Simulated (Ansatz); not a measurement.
Take TiAl (space group P4/mmm, No. 123; a = 2.7675 Å, c = 3.9955 Å) as the base.

The values are results of LDA, PAW, 420 eV (Ansatz, a first-principles code; no SOC), not measurements.

Base values:

The lattice parameter a is 2.768 Å.

The change: cell and atoms relaxed at a pressure of 0.9 GPa.

Task: Estimate the effect on the lattice parameter a.

Result: The lattice parameter a decreases by 0.0062 Å (2.768 Å → 2.761 Å).

Load acts through the strain it causes; cell and atoms are relaxed under it. Stability against distortions was not tested. All final runs are without spin polarisation.
